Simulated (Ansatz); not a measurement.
Take ZnO in the wurtzite structure (space group P6_3mc, No. 186; a = 3.2298 Å, c = 5.2148 Å) as the base. Axes: x lies along a and z along c of the hexagonal cell.

Now apply this change: biaxial strain +4.44 %, plane normal [001], relaxed out of plane (Cartesian); in-plane vectors clamped, the third vector and the atoms free.

Levels (all Ansatz, an electronic-structure program, PAW): PBEsol (420 eV, no spin-orbit coupling); r2SCAN (500 eV, no spin-orbit coupling).

The geometry is relaxed with PBEsol.

| Item | Result |
|---|---|
| PBEsol lowest conduction level above the VBM at special points | Γ 0.73 eV; A 3.53 eV; M 5.54 eV; L 5.72 eV |
| PBEsol width of the top valence band | 1.73 eV |
| PBEsol gap character | direct at Γ |

**Question.** What does r2SCAN give at this geometry for the lowest conduction level above the VBM at special points, width of the top valence band and gap character?

**Answer.** The lowest conduction level above the VBM at special points changes from Γ 0.73 eV; A 3.53 eV; M 5.54 eV; L 5.72 eV to Γ 1.26 eV; A 4.06 eV; M 6.23 eV; L 6.38 eV; the width of the top valence band is nearly the same (1.73 eV against 1.74 eV); the gap character is still direct at Γ.

Single points use the geometry relaxed with PBEsol. Stability against distortions was not tested.
